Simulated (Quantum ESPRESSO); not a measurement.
Habitual settings against a tight run: Cu3Ge (P6_3/mmc, 8 atoms in the cell)

Self-consistent single point.

```
Cu3Ge
1.0
    5.26293     0.00000     0.00000
   -2.63146     4.55783     0.00000
    0.00000     0.00000     4.18798
Cu Ge
6 2
Direct
  0.32923   0.16462   0.75000
  0.67077   0.83539   0.25000
  0.16462   0.32923   0.25000
  0.83539   0.67077   0.75000
  0.83539   0.16462   0.75000
  0.16462   0.83539   0.25000
  0.66667   0.33333   0.25000
  0.33333   0.66667   0.75000
```

Method of the run: LDA (PZ), PSlibrary PAW (LDA) pseudopotentials (plane waves; Quantum ESPRESSO).

Base settings: ecutwfc = 55 Ry; ecutrho = 330 Ry; occupations = smearing; smearing = fd; degauss = 0.0036749 Ry; potentials = {Cu: Cu.pz-dn-kjpaw_psl.1.0.0.UPF, Ge: Ge.pz-n-kjpaw_psl.1.0.0.UPF}; K_POINTS = automatic 7 7 7 0 0 0; conv_thr = 1e-10 Ry.

Tight run (finer mesh or higher cutoff; not a proven limit): ecutwfc: 55 Ry → 77 Ry; ecutrho: 330 Ry → 462 Ry; conv_thr: 1e-10 Ry → 7.3e-11 Ry; K_POINTS: automatic 7 7 7 0 0 0 → automatic 10 10 10 0 0 0. It gave Fermi level (on the code's own zero) 12.02 eV; pressure -8.22 GPa; largest force (vector length) 0.092 eV/Å.

Quick runs, as changes from the base:
- A: the base itself
- B: ecutwfc: 55 Ry → 44 Ry; ecutrho: 330 Ry → 264 Ry; K_POINTS: automatic 7 7 7 0 0 0 → automatic 2 2 2 0 0 0
- C: ecutwfc: 55 Ry → 28 Ry; ecutrho: 330 Ry → 168 Ry; smearing: fd → gauss; degauss: 0.0036749 Ry → 0.036749 Ry; K_POINTS: automatic 7 7 7 0 0 0 → automatic 4 4 4 0 0 0
- D: ecutwfc: 55 Ry → 44 Ry; ecutrho: 330 Ry → 264 Ry; degauss: 0.0036749 Ry → 0.036749 Ry; conv_thr: 1e-10 Ry → 7.3e-05 Ry; K_POINTS: automatic 7 7 7 0 0 0 → automatic 6 6 6 0 0 0
- E: K_POINTS: automatic 7 7 7 0 0 0 → automatic 4 4 4 0 0 0
- F: ecutwfc: 55 Ry → 30 Ry; ecutrho: 330 Ry → 180 Ry; smearing: fd → cold; degauss: 0.0036749 Ry → 0.036749 Ry; conv_thr: 1e-10 Ry → 7.3e-06 Ry; pseudopotentials: {Cu: Cu.pz-dn-kjpaw_psl.1.0.0.UPF, Ge: Ge.pz-n-kjpaw_psl.1.0.0.UPF} → {Cu: Cu.pbe-dn-kjpaw_psl.1.0.0.UPF, Ge: Ge.pbe-n-kjpaw_psl.1.0.0.UPF}; K_POINTS: automatic 7 7 7 0 0 0 → automatic 3 3 3 0 0 0; input_dft: default → pbesol [PBEsol]

Energies are extrapolated to zero smearing width, which holds to low order in the width alone (under cold and Methfessel-Paxton smearing the free energy itself is taken).

Dashes: pressure of D, F, not trusted under this conv_thr with d or f elements; energy of F, another energy zero.

† marks runs with another functional, U, potentials or spin treatment: their distance from the tight run is not a convergence error alone.

The count of work is k-points × plane waves × bands × iterations; it is no time. Core times come from one kind of shared machine and are given to one figure; runs under 30 s give none.

The starting cell comes from a database of computed structures (which also holds hypothetical and non-ambient phases and stackings), without a prior relaxation at this level. Its lattice was rescaled by a random factor within 2.5 % of one. Spin polarisation is off. In the base run, with a pressure of about -8 GPa the cell is away from its equilibrium volume at this level.

```csv
run,energy less tight (meV/atom),pressure less tight (GPa),largest miss in a force vector (eV/Å),count of work / tight,core time / tight (rough)
A,8.7,-0.26,0.017,0.23,0.2
B,33.8,-2.48,0.108,0.021,0.06
C,393.2,-36.41,0.007,0.032,0.06
D,50.0,–,0.038,0.10,0.2
E,17.1,-0.36,0.033,0.086,0.1
F†,–,–,0.067,0.012,0.05
```

Among the runs at the tight run's level, the energy misses run from 8.7 to 393.2 meV/atom.
